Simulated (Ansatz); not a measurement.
An Ansatz (a program for electronic structure) input (plane-wave PAW DFT at the PBE level (Ansatz, 420 eV), no spin-orbit coupling):

Ansatz 0.2 input:
```yaml
crystal:
  lattice:
    - [2.5545293873, 0, 0]
    - [-1.2772646936, 2.2122873441, 0]
    - [0, 0, 4.2245681147]
  atoms:
    - { symbol: B, position: [0.6666666667, 0.3333333333, 0.999911207] }
    - { symbol: B, position: [0.3333333333, 0.6666666667, 0.499911207] }
    - { symbol: N, position: [0.6666666667, 0.3333333333, 0.625288793] }
    - { symbol: N, position: [0.3333333333, 0.6666666667, 0.125288793] }
basis: { ecutwfc: 420, ecutrho_ratio: 4, xc_grid: 2, fft_grid_basis: typed }
kpoints: { mp_grid: { grid: [26, 26, 14] } }
hamiltonian:
  xc: pbe
  dispersion: none
  pseudopotentials: { kind: paw }
total_charge: 0.477491
scf: { occupations: { method: fermi_dirac, width: 0.0259 }, convergence: { dr2_threshold: 0.0000000004 } }
relax: { f_tol: 0.005, max_steps: 30 }
output: { forces: true, stress: true }
checkpoint: { write: state.ck, write_every: 1000 }
```

**Question.** Which symmetry and how many k-points will the program report, and about how many plane waves at Γ?

**Answer.** Space group P63mc (ITA 186) with 12 operations, k-points 560 of 9464, and 465 plane waves at Γ.

Carriers are added with a uniform compensating background; total energy and stress of such cells depend on the potential's zero and are not compared; many-body gap narrowing is missing at this level. No phonon test of stability was made. The cell was made from BN in the wurtzite structure (space group P6_3mc, No. 186) by this change: holes 2.0×10^22 cm⁻³.
